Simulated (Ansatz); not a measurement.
Al2O3: pressure series

Consider Al2O3 in the corundum structure (space group R-3c, No. 167).

```yaml
crystal:
  lattice:
    - [2.40441, 1.38819, 4.37462]
    - [-2.40441, 1.38819, 4.37462]
    - [0.00000, -2.77638, 4.37462]
  atoms:
    - { symbol: Al, position: [0.64785, 0.64785, 0.64785] }
    - { symbol: Al, position: [0.14785, 0.14785, 0.14785] }
    - { symbol: Al, position: [0.35215, 0.35215, 0.35215] }
    - { symbol: Al, position: [0.85215, 0.85215, 0.85215] }
    - { symbol: O, position: [0.75000, 0.44383, 0.05617] }
    - { symbol: O, position: [0.05617, 0.75000, 0.44383] }
    - { symbol: O, position: [0.25000, 0.55617, 0.94383] }
    - { symbol: O, position: [0.55617, 0.94383, 0.25000] }
    - { symbol: O, position: [0.94383, 0.25000, 0.55617] }
    - { symbol: O, position: [0.44383, 0.05617, 0.75000] }
```

Cell and atoms are relaxed at each pressure.

All numbers come from Ansatz (a program for electronic structure), PBE, PAW, cutoff 420 eV, spin-orbit coupling left out.

| change | band gap | shortest interatomic distance | density |
|---|---|---|---|
| base | 5.85 eV | 3.542 bohr | 3.87 g/cm³ |
| pressure −2 GPa | 5.74 eV | 3.552 bohr | 3.83 g/cm³ |
| pressure −1 GPa | 5.80 eV | 3.547 bohr | 3.85 g/cm³ |
| pressure 0.9 GPa | ___ | ___ | ___ |
| pressure 2.1 GPa | 5.96 eV | 3.531 bohr | 3.90 g/cm³ |
| pressure 4.5 GPa | 6.08 eV | 3.520 bohr | 3.94 g/cm³ |
| pressure 9 GPa | 6.29 eV | 3.499 bohr | 4.01 g/cm³ |
| pressure 15 GPa | 6.56 eV | 3.474 bohr | 4.10 g/cm³ |
| pressure 22.5 GPa | 6.87 eV | 3.445 bohr | 4.20 g/cm³ |
| pressure 30 GPa | 7.15 eV | 3.419 bohr | 4.30 g/cm³ |

Problem. Complete the table.

Solution. 
- pressure 0.9 GPa, band gap: 5.90 eV
- pressure 0.9 GPa, shortest interatomic distance: 3.537 bohr
- pressure 0.9 GPa, density: 3.88 g/cm³

Load acts through the strain it causes; cell and atoms are relaxed under it. No phonon test of stability was made. Competing high-pressure phases were not computed.
